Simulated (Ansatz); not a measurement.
# YB2: response to strain

Consider YB2 (space group P6/mmm, No. 191; relaxed with 0.1 eV smearing).

```yaml
crystal:
  lattice:
    - [3.27147, 0.00000, 0.00000]
    - [-1.63574, 2.83318, 0.00000]
    - [0.00000, 0.00000, 3.82807]
  atoms:
    - { symbol: Y, position: [0.00000, 0.00000, 0.00000] }
    - { symbol: B, position: [0.33333, 0.66667, 0.50000] }
    - { symbol: B, position: [0.66667, 0.33333, 0.50000] }
```

Cartesian axes are those of the cell as printed.

Strains are applied to the cell and any free atomic positions relax; under biaxial strain the out-of-plane vector relaxes too.

Level of theory: DFT with PBEsol, PAW potentials and a 420 eV plane-wave cutoff in Ansatz (a program for electronic structure), no spin-orbit coupling.

Notes on the quantities. energy relative to the base: free energy F; pressure: mean of the normal stresses, compression positive.

| change | energy relative to the base | pressure | volume per atom |
|---|---|---|---|
| base | 0 meV/atom | 0.0 GPa | 11.83 Å³ |
| biaxial strain +0.95 %, plane normal [001], relaxed out of plane | – | -2.4 GPa | 12.00 Å³ |
| uniaxial strain ε_xx = −1.49 % | (withheld) | (withheld) | 11.65 Å³ |
| uniaxial strain ε_yy = −3.61 % | +19 meV/atom | 6.7 GPa | 11.40 Å³ |
| uniaxial strain ε_zz = +5.89 % | +40 meV/atom | -8.6 GPa | 12.52 Å³ |

### Question
Fill in the withheld entries from the trend.

### Answer

- uniaxial strain ε_xx = −1.49 %, energy relative to the base: +3.2 meV/atom
- uniaxial strain ε_xx = −1.49 %, pressure: 2.6 GPa

Whether these cells are dynamically stable was not tested. The final runs are not spin-polarised. An odd electron count without spin: YB2.
